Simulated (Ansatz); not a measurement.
Consider this model of amorphous Ti16Te32.

```xyz
48
Lattice="10.8964 -0.5831 -0.2437 -0.5831 11.0016 0.0655 -0.2437 0.0655 10.7268" Properties=species:S:1:pos:R:3 pbc="T T T"
Ti     9.0697     2.2687     1.4479
Ti     3.7551     8.8803     5.8623
Ti     9.2683     6.2202     9.0983
Ti     9.1872     7.3885     1.3449
Ti     1.5727     6.7212     1.5756
Ti     8.7452     0.3638     3.9706
Ti     2.9855     2.7335     3.8851
Ti     3.4702     7.0811     8.4493
Ti     3.4577     5.4235     5.6788
Ti     7.4892     1.7613     6.3132
Ti     7.4876     5.1525     2.4577
Ti    10.2785     3.2100     5.2681
Ti     3.9831     0.9333     6.9006
Ti     9.4999    10.3859     1.2235
Ti     1.8999     1.2407     0.8827
Ti     4.0967     2.3699    10.2919
Te     1.3403     5.0618     3.8820
Te     5.5838     6.9214     6.5280
Te     9.2530     7.7516     7.0354
Te     4.0850     4.5357     8.6497
Te     8.9439     3.9139     7.5332
Te     2.3487     0.6620     9.1172
Te     3.3659     7.5950     3.5767
Te     3.9053     7.5797     0.3627
Te     7.4932     0.0163     1.5029
Te     4.2620     9.6685     8.3767
Te     9.3797     8.9549     3.6750
Te     1.5907     7.3675     6.5433
Te     8.2623     8.9581     9.8632
Te     6.8227     6.2186    10.3835
Te     0.9981     6.3149     9.5655
Te     4.9360     4.8801     3.2602
Te     1.8742     3.1131     6.5138
Te     1.9467    10.8218     5.0337
Te     9.2071     5.7424     4.5512
Te     9.9342     0.5320     6.4177
Te     4.3495     1.0299     2.1262
Te     5.1073     3.1029     5.7904
Te     6.7836     3.3314     0.4455
Te    10.0282     4.8385     0.9045
Te     7.8831     2.8981     3.8866
Te     2.6540     3.8907     1.0180
Te     6.2623     1.3249     8.6712
Te     0.8738     9.3663     1.5356
Te     5.7866    10.6048     5.1997
Te     0.3013     1.8879     3.1394
Te    10.2068     1.4702    10.0143
Te     6.8315     7.7620     2.7854
```

These are PBE-D3(BJ), scalar-relativistic without spin-orbit coupling, PAW (Ansatz default set, large-core Te) (plane waves to 420 eV; Ansatz, an electronic-structure program) values and carry that method's errors.

Preparation: random packing, a CHGNet melt and quench, and a DFT relaxation. The hot cell started wider than the set density and was brought back towards it in steps. It is the lowest in DFT energy of 3 quenches. It is a model cell: composition and starting density were chosen by hand, and all elements were melted together. The geometry includes D3(BJ) dispersion. Its density started from a set value of 5.92 and ended at 6.28 g/cm³. Cooling (nominally 66 K/ps over its main leg) ran many orders faster than in experiment, which tends to leave more defects and strain. A cell of this size samples the disorder only roughly. Volume and shape were free in the relaxation. On a 2×2×2 Γ-centred mesh force components of up to 0.16 eV/Å stay, since the relaxation ran on one k-point at (1/4, 1/4, 1/4).

Bonds are counted up to Ti-Ti 3.84 Å, Ti-Te 3.36 Å, Te-Te 3.31 Å.

Q: Give the coordination numbers, mean bond lengths and angles.

A: 
| Item | Result |
|---|---|
| Mean coordination of Ti | 9.25 (1 with 7, 3 with 8, 6 with 9, 3 with 10, 3 with 11) |
| Mean coordination of Te | 4.19 (11 with 3, 8 with 4, 9 with 5, 4 with 6) |
| Mean Ti-Te bond | 2.814 Å (spread 0.125 Å, 104 counted) |
| Mean Ti-Ti bond | 3.294 Å (spread 0.223 Å, 22 counted) |
| Mean Te-Te bond | 3.167 Å (spread 0.110 Å, 15 counted) |
| Bond angle at Ti | mean 97.5°, spread 33.9° |
| Bond angle at Te | mean 96.7°, spread 32.8° |
